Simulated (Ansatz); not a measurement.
The reference is CsPbCl$_{3}$ in the cubic perovskite structure (space group Pm-3m, No. 221; a = 5.619 Å). Axes: x, y, z lie along the cube axes.

Level of theory: Ansatz (a program for electronic structure) PBEsol, no spin-orbit coupling.

Strains are applied to the cell and any free atomic positions relax; under biaxial strain the out-of-plane vector relaxes too.

One change was made to it. Results:

| quantity | base | after |
|---|---|---|
| energy relative to the base (free energy F) | 0 meV/atom | +0.5 meV/atom |
| pressure (mean of the normal stresses, compression positive) | 0.00 GPa | -0.25 GPa |

Q: Which of these changes matches the shifts?
A. biaxial strain +0.60 %, plane normal [001], relaxed out of plane
B. biaxial strain +1.20 %, plane normal [001], relaxed out of plane
C. biaxial strain +2.40 %, plane normal [001], relaxed out of plane
D. biaxial strain +1.80 %, plane normal [001], relaxed out of plane

A: A, biaxial strain +0.60 %, plane normal [001], relaxed out of plane. For comparison, the energy relative to the base in the other runs: biaxial strain +2.40 %, plane normal [001], relaxed out of plane gives +7.5 meV/atom; biaxial strain +1.80 %, plane normal [001], relaxed out of plane gives +4.3 meV/atom; biaxial strain +1.20 %, plane normal [001], relaxed out of plane gives +2.0 meV/atom.

Stability against distortions was not tested. Many cubic perovskites are stable only at high temperature; tilts and polar distortions were not tested. This is not the structure that CsPbCl3 has at room temperature and ambient pressure.
